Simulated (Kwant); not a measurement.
Device: GaN/Al0.2Ga0.8N stack with 2 barriers. One parabolic valley. Leads of mass 0.2 mₑ with the band edge at 0; grid 0.1 nm; bias swept from 0.014 to 0.4369 V, dropping linearly over the stack. Emitter Fermi level 0.04 eV, 300 K, equal in the collector.

```tsv
layer	thickness (nm)	band offset (eV)	mass (mₑ)
1	1.8	0.35	0.22
2	2.9	0	0.2
3	1.8	0.35	0.22
```

The device is made up for the run: typed textbook-type constants, with dimensions and the other settings drawn at random.

Model: one-band effective-mass tight-binding model in one dimension, coherent, no space charge, current by the Tsu-Esaki formula (Kwant).

| bias (V) | A | B | C |
|---|---|---|---|
| 0.01400 | 19200 | 27600 | 25000 |
| 0.03162 | 43900 | 65400 | 59800 |
| 0.04924 | 69800 | 107000 | 99500 |
| 0.08448 | 123000 | 202000 | 196000 |
| 0.1021 | 148000 | 248000 | 249000 |
| 0.1373 | 174000 | 303000 | 337000 |
| 0.1550 | 161000 | 275000 | 346000 |
| 0.1726 | 100000 | 109000 | 293000 |
| 0.2078 | 13900 | 26900 | 34400 |
| 0.2255 | 13800 | 27800 | 29900 |
| 0.2607 | 17000 | 36200 | 32700 |
| 0.2783 | 20000 | 43200 | 37000 |
| 0.2959 | 23900 | 52500 | 43100 |
| 0.3312 | 35800 | 79900 | 61800 |
| 0.3488 | 44100 | 99300 | 75300 |
| 0.3840 | 67500 | 153000 | 113000 |
| 0.4017 | 83400 | 190000 | 140000 |
| 0.4369 | 126000 | 286000 | 210000 |

Task: Column A is the base. The others each differ by one change: height of the first barrier 0.35 → 0.28 eV; mass in the first barrier 0.22 → 0.13 mₑ. Which is which?

Result: B: height of the first barrier 0.35 → 0.28 eV; C: mass in the first barrier 0.22 → 0.13 mₑ.
